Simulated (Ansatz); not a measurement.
System: GaAl₃N₄ (model structure, P3m1, No. 156, 8 atoms in the cell). Method: LDA (plane waves, PAW; Ansatz, a first-principles code).

Settings: plane-wave cutoff 520 eV, 12×12×4 k mesh (along the axes of the cell as run), Fermi–Dirac smearing 0.01 eV, scalar-relativistic PAW data made under PBE.

Cell (relaxed at this level):

Space group P3m1 (No. 156); a = b = 3.104 Å, c = 9.999 Å, α = β = 90.00°, γ = 120.00°

```json
[
 {"atom": "Ga", "site": "1b", "symmetry": "3m.", "x": "0.3333", "y": "0.6667", "z": "0.0057"},
 {"atom": "N", "site": "1b", "symmetry": "3m.", "x": "0.3333", "y": "0.6667", "z": "0.2003"},
 {"atom": "Al", "site": "1c", "symmetry": "3m.", "x": "0.6667", "y": "0.3333", "z": "0.2578"},
 {"atom": "N", "site": "1c", "symmetry": "3m.", "x": "0.6667", "y": "0.3333", "z": "0.4464"},
 {"atom": "Al", "site": "1b", "symmetry": "3m.", "x": "0.3333", "y": "0.6667", "z": "0.5048"},
 {"atom": "N", "site": "1b", "symmetry": "3m.", "x": "0.3333", "y": "0.6667", "z": "0.6933"},
 {"atom": "Al", "site": "1c", "symmetry": "3m.", "x": "0.6667", "y": "0.3333", "z": "0.7514"},
 {"atom": "N", "site": "1c", "symmetry": "3m.", "x": "0.6667", "y": "0.3333", "z": "0.9400"}
]
```

Q: What does this level give for the band gap?

A: 
- band gap = 3.56 eV (direct)

Note: the relaxation could raise the start's symmetry but not lower it, so the cell can be a saddle point.

Spin–orbit coupling is not included.

The computed numbers hold no vibrational or temperature effects.

A model structure was made by putting elements into a prototype or built by hand; it is no filed structure, need not be a known phase, and can be a saddle point held by its symmetry.
